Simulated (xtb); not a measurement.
xtb 6.7.1, GFN1-xTB: Ti(Cl)3(OH)(NH3) ([NH3]->[Ti]([OH])([Cl])([Cl])[Cl]), 10 atoms. The geometry is a generated start, not checked to be a minimum at this level.

```json
{
 "method": "GFN1-xTB",
 "--acc": "1 (default)",
 "--etemp (K)": "300 (default)",
 "detailed input (--input)": "none: ANC optimiser, Lindh (1995) Hessian, microcycle=20, maxdispl=1.0, hlow=0.01 (default)",
 "basis_functions": "56",
 "valence_electrons": "40"
}
```

```xyz
10

Ti    -0.8416     0.2034     0.2950
Cl    -0.1825    -0.2019     2.3384
Cl    -2.5583    -1.1104     0.3788
Cl    -1.6740     2.1526     0.7468
O     -0.6977     0.3768    -1.3698
H     -0.8521     0.5459    -2.2996
N      1.4394    -0.4334    -0.0261
H      1.6970    -0.9195    -0.8843
H      1.6648    -1.0267     0.7747
H      2.0049     0.4133     0.0462
```

Charge 0 and multiplicity 1 are set for this test and not shown to be the ground state.

The structure is relaxed from this start with --opt LEVEL for the levels crude, sloppy, loose, lax, normal, tight, vtight, extreme, once each. Up to the end of the extreme run atoms move by at most 2.4 Å along an axis.

Choose the cheapest level whose final energy lies within 1 meV of that of extreme.

vtight: 140 cycles against 143, ending 0.0063 meV above.

```json
[
 {"level": "crude", "cycles": "3", "energy above the extreme run (meV)": "290", "gradient norm (eV/Å)": "0.48"},
 {"level": "sloppy", "cycles": "5", "energy above the extreme run (meV)": "280", "gradient norm (eV/Å)": "0.19"},
 {"level": "loose", "cycles": "6", "energy above the extreme run (meV)": "280", "gradient norm (eV/Å)": "0.16"},
 {"level": "lax", "cycles": "7", "energy above the extreme run (meV)": "280", "gradient norm (eV/Å)": "0.11"},
 {"level": "normal", "cycles": "18", "energy above the extreme run (meV)": "270", "gradient norm (eV/Å)": "0.043"},
 {"level": "tight", "cycles": "96", "energy above the extreme run (meV)": "8.1", "gradient norm (eV/Å)": "0.038"},
 {"level": "vtight", "cycles": "140", "energy above the extreme run (meV)": "under 0.01", "gradient norm (eV/Å)": "0.0068"},
 {"level": "extreme", "cycles": "143", "energy above the extreme run (meV)": "—", "gradient norm (eV/Å)": "0.0045"}
]
```
